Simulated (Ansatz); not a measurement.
Ca3SnH2 (Cmcm, No. 63, 12 atoms in the cell; start COD 4323536), treated with r²SCAN+SOC (Ansatz, a quantum-chemistry and plane-wave program, PAW).

Settings: plane-wave cutoff 560 eV, 6×6×8 k mesh (along the axes of the cell as run), Fermi–Dirac smearing 0.01 eV, PAW data made under PBE.

Cell (measured lattice):

Space group Cmcm (No. 63); a = 8.8660 Å, b = 11.3710 Å, c = 5.2200 Å, α = β = γ = 90.00°

```tsv
atom	site	symmetry	x	y	z
Sn	4c	m2m	0.0000	0.6930	0.2500
Ca	8g	..m	0.2021	0.3885	0.2500
Ca	4c	m2m	0.0000	0.1105	0.2500
H	8e	2..	0.1490	0.0000	0.0000
```
(The calculation used a cell of 12 atoms; values per cell refer to that cell.)

Task: Predict the band gap.

Result: 
- band gap = 0.40 eV (direct)

Note: the file's cell can be that of a phase stable at another temperature; cell and atoms aren't relaxed at this level (largest force component 0.10 eV/Å).

Computing time: roughly 60 core-minutes.
